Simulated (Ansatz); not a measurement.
A constructed model of the (100) surface of fcc Cu, a pseudomorphic layer of Au in the host's stacking (bottom of the slab: a bare face, its two planes held)

These are PBE (plane waves to 420 eV, PAW; Ansatz, an electronic-structure program) values and carry that method's errors.

Model: 7-atom slab, 11.2 Å thick at the start, 15x15x1 mesh, Fermi-Dirac 0.1 eV, dipole correction, 2 atoms held, the rest relaxed; held to the start's symmetry, so lower structures may exist; no spin, no spin-orbit, no U. It is one candidate, not shown to be the stable structure of the face.

```yaml
work_function_of_the_top_face: 5.03 eV
energy_released_by_relaxation: 0.001 eV
cost: about 2.4 core-minutes (a rough figure)
```
